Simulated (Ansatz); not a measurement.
All values below come from PBE (plane waves to 420 eV, PAW; Ansatz, a first-principles code).

Electrostatic potential energy of an electron, averaged over planes parallel to the surface, in eV from the Fermi level, for CO on the 1x1 (111) surface of fcc Rh, one in a 2x2 cell, started at the site 'hollow Rh-Rh-Rh over Rh at depth 2.2 Å':

```tsv
z (Å)	V (eV)
5.49	5.13
5.78	5.13
6.07	5.13
6.36	5.13
6.64	5.12
6.93	5.10
7.22	5.05
7.51	4.96
7.80	4.77
8.09	4.35
8.38	3.44
8.67	1.46
8.96	-4.02
9.24	-14.55
9.53	-23.53
9.82	-25.21
10.11	-18.65
10.40	-8.00
10.69	-1.25
10.98	-1.67
11.27	-9.20
11.56	-19.81
11.84	-25.66
12.13	-23.39
12.42	-14.21
12.71	-4.29
13.00	-0.88
13.29	-4.30
13.58	-14.20
13.87	-23.37
14.16	-25.61
14.44	-19.67
14.73	-9.04
15.02	-1.46
15.31	-0.71
15.60	-6.48
15.89	-17.06
16.18	-24.64
16.47	-24.42
16.76	-16.56
17.04	-6.29
17.33	-1.26
17.62	-0.29
17.91	1.14
18.20	3.07
18.49	3.20
18.78	2.83
19.07	3.38
19.36	4.75
19.64	5.94
19.93	6.19
20.22	6.28
20.51	6.30
20.80	6.31
21.09	6.31
21.38	6.32
21.67	6.32
21.96	6.32
22.24	6.32
22.53	6.32
22.82	6.32
23.11	6.32
```

Set-up: 18 atoms, 6.5 Å thick at the start under the adsorbate (thin: gaps and levels are the slab's own); mesh 6x6x1; 0.1 eV smearing; dipole correction on; 8 atoms held, the rest relaxed; symmetry of the start imposed; no spin, no spin-orbit, no U, no dispersion correction. At the end it is bonded to 3 Rh. In PBE it is, or lies within 0.03 eV of, the lowest of the starts that converged.

**Question.** The surface cell has an area of 25.41 Å². What dipole along the normal does the step between the two vacuum levels imply?

**Answer.** the top vacuum level lies 1.18 eV above the bottom one; p = −ε₀ A ΔV (ε₀ = 0.005526 e/(V·Å)) gives -0.17 e·Å a cell.
